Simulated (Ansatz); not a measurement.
Rutile MgH₂, treated with RPBE (Ansatz, a first-principles code, PAW).

Run with plane-wave cutoff 520 eV, 8×8×12 k mesh (along the axes of the cell as run), Fermi–Dirac smearing 0.01 eV, scalar-relativistic PAW data made under PBE.

Shape and atoms are relaxed at each volume.

Pressure at four volumes; x = ln(V/10.594 Å³). One pressure is withheld.

```json
[
 {"V (Å³/atom)": "10.171", "x": "-0.0407", "P (GPa)": "1.99"},
 {"V (Å³/atom)": "10.594", "x": "0.0000", "P (GPa)": "0.01"},
 {"V (Å³/atom)": "10.806", "x": "0.0198", "P (GPa)": "-0.85"},
 {"V (Å³/atom)": "11.018", "x": "0.0392", "P (GPa)": "?"}
]
```

### Question
Pass a parabola P(x) through the three rows shown, estimate the bulk modulus and its pressure derivative near zero pressure, and predict the withheld pressure.

### Answer
Slopes between the rows: (0.01 − (1.99))/(0.0000 − (-0.0407)) = -48.65 and (-0.85 − (0.01))/(0.0198 − (0.0000)) = -43.43 GPa. Their difference over the span 0.0605 is c = 5.22/0.0605 = 86.3 GPa, so P(x) = 1.99 + (-48.65)(x − (-0.0407)) + 86.3 (x − (-0.0407))(x − (0.0000)). At the middle row B = −dP/dx = −[-48.65 + 86.3 × 0.0407] = 45.1 GPa, and B′ = dB/dP = 2c/B = 3.8. At x = 0.0392 the parabola gives -1.63 GPa; the run gives -1.63 GPa. The Birch–Murnaghan fit to the energies at all volumes has B0 = 45.0 GPa and B′ = 3.7.

Measured, for comparison: bulk modulus 49 ± 2 GPa (room temperature, no zero-point or thermal correction, measured on MgD2; as tabulated in abstract on rutile-type MgD2 by neutron diffraction to 9.3 GPa, listed at scite). Computed (rounded) less measured: bulk modulus -8 %.

Note: the bulk modulus comes from volumes at which shape and atoms were relaxed.
